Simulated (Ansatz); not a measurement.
## HfN (Fm-3m): band-structure transport figures

Here is the system:

```yaml
crystal:
  lattice:
    - [0.00000, 2.25083, 2.25083]
    - [2.25083, 0.00000, 2.25083]
    - [2.25083, 2.25083, 0.00000]
  atoms:
    - { symbol: Hf, position: [0.00000, 0.00000, 0.00000] }
    - { symbol: N, position: [0.50000, 0.50000, 0.50000] }
```

Method: PBEsol, rigid bands (plane waves, PAW, scalar-relativistic; Ansatz, a program for electronic structure). Geometry: cell and atoms relaxed with PBEsol.

```json
{
 "density of states at the Fermi level": "0.602 states/(eV·cell), both spins",
 "bare Sommerfeld coefficient": "0.71 mJ/(mol of atoms·K²)",
 "drude_plasma_energy": "9.3 eV",
 "root-mean-square Fermi velocity": "1.1e6 m/s",
 "resistivity times τ": "5.6 ×10⁻²² Ω·m·s"
}
```

A metal at this level (no band gap); rigid bands, thermally averaged at 300 K, both spins. Spin-orbit coupling is left out, which matters with elements this heavy. τ is one relaxation time for all states.
